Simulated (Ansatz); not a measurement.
Effect of uniaxial strain ε_zz = −2.50 % on AlRu

The parent structure is AlRu in the CsCl type structure (space group Pm-3m, No. 221; a = 2.955 Å; relaxed with 0.1 eV smearing). Axes: x, y, z lie along the cube axes.

Now apply this change: the cell is compressed by 2.50 % along z with no lateral relaxation, atoms relaxed at fixed cell.

Level of theory: Kohn–Sham DFT with the LDA functional, run in Ansatz (a program for electronic structure) with PAW and 420 eV plane waves, no spin-orbit coupling. k-mesh 19×19×19 (Γ-centred); smearing 0.1 eV (Fermi–Dirac).

The volume per atom drops by 0.322 Å³ to 12.57 Å³ and the space group changes from Pm-3m (No. 221) to P4/mmm (No. 123). The energy rises by 9.5 meV/atom and the pressure (mean of the normal stresses, compression positive) goes from zero to 6.3 GPa. The band gap stays zero and the stress (xx, yy, zz, yz, xz, xy; compression positive) amounts to (4.5, 4.5, 9.8, 0.0, 0.0, 0.0) GPa.

Whether these cells are dynamically stable was not tested. The final runs are not spin-polarised.
